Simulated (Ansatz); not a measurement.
Abridged Ansatz (a program for electronic structure) output:

```
Relaxation: its limit of steps is 50 (relax.max_steps)
Pseudopotential: Ca, paw, valence charge 10
Crystal: 1 atoms, lattice volume = 41.554 Å³
Basis set: ecut = 420 eV, 799 PW (Γ), exchange–correlation on 48×48×48 points (8 copies of the dense FFT grid, shifted against one another)
Bands: 9, of which v1, the nominal top of the filled ones, is band 5 counted from 1 (4 counted from 0)
Symmetry: 16 space group operations
k-points: 550 of 6859
Functional: x = pbesol(κ = 0.804, μ = 0.12345679012345678), c = pbesol(β = 0.046)
SCF iter   1: F=—  HF=-1793.355794 eV  |F-HF|=—  |Δ(HF+E_count)|=         —  Δρ=2.44e-3  dr2=3.18e-3  ethr=1.77e-3  ⟨swp⟩=5.8  Hψ=40185  notcnv=0
SCF iter   2: F=—  HF=-1793.355120 eV  |F-HF|=—  |Δ(HF+E_count)|=   6.74e-4  Δρ=1.23e-3  dr2=1.00e-3  ethr=3.18e-5  ⟨swp⟩=1.5  Hψ=10296  notcnv=0
SCF 1 converged in 6 iterations: F = -1793.354853 eV  dr2 = 2.74e-11
relax step   1: F+E_penalty+E_count = -1793.35485310 eV  Δ(F+E_penalty+E_count) = +0.000e0 eV  max|allowed force component| = 0.000e0 eV/Å  Δτ_max = 0.0000 Å  P = +0.000 GPa  Ω = 41.554 Å³  (6 SCF iters, dr2 threshold 1.00e-7 eV, accepted)
[... steps on the carried basis left out ...]
relax step   5: F+E_penalty+E_count = -1793.35168596 eV  Δ(F+E_penalty+E_count) = -8.316e-6 eV  max|allowed force component| = 0.000e0 eV/Å  Δτ_max = 0.0000 Å  P = -0.327 GPa  Ω = 42.879 Å³  stress off target by 8.59e-3 GPa  SCF on the basis re-selected at this cell (its energy is not comparable with the rows above)  (5 SCF iters)
SCF converged after 5 iterations
Free energy (F): -1793.351686 eV
Internal energy: -1793.317369 eV  (E = F + TS)
E sigma→0 (E₀):  -1793.334527 eV
Entropy (-TS):   -0.034317 eV (-34.317 meV/atom)
Fermi energy:    4.673045 eV
--- Forces (eV/Å), atoms counted from 1 ---
  atom   1  Ca     0.00000000     0.00000000     0.00000000
--- Stress (GPa, compression-positive) ---
        0.008590       0.000000       0.000000
        0.000000       0.008590       0.000000
        0.000000       0.000000      -0.998245
  P = ⅓ Tr σ = -0.3270 GPa (-3.270 kbar)
--- Relaxed structure (4 steps of the walk, 4 accepted, 1 SCFs on fresh bases) ---
  cell:  # Å, volume = 42.8791 Å³
    - [3.4777030686094546, 4.7019774032891495e-38, 0.0]
    - [-1.925459746646907e-34, 3.4777030686094546, 0.0]
    - [0.0, 0.0, 3.5453622998147853]
  atoms:
    - { symbol: Ca, position: [0.0, 0.0, 0.0] }
```

Problem. What was computed, and what are the main results?

Solution. Ca, 1 atom in the cell, with PBEsol (Ansatz; PAW; 420 eV plane waves; no spin-orbit coupling), from a series relaxed to a target (uniaxial stress, 1 GPa tension along z). The last SCF converged to F = -1793.351686 eV, or -1793.3517 eV per atom. The total energy compares only with runs of the same code, potentials and settings.

Load acts through the strain it causes; cell and atoms are relaxed under it. Stability under load was not tested beyond the relaxation. The cell was made from Ca in the simple cubic structure (space group Pm-3m, No. 221; a cell from a computed database, its experimental status unchecked) by this change: uniaxial stress, 1 GPa tension along z. This is not the structure that Ca has at room temperature and ambient pressure.

Keys are those of Ansatz 0.2.
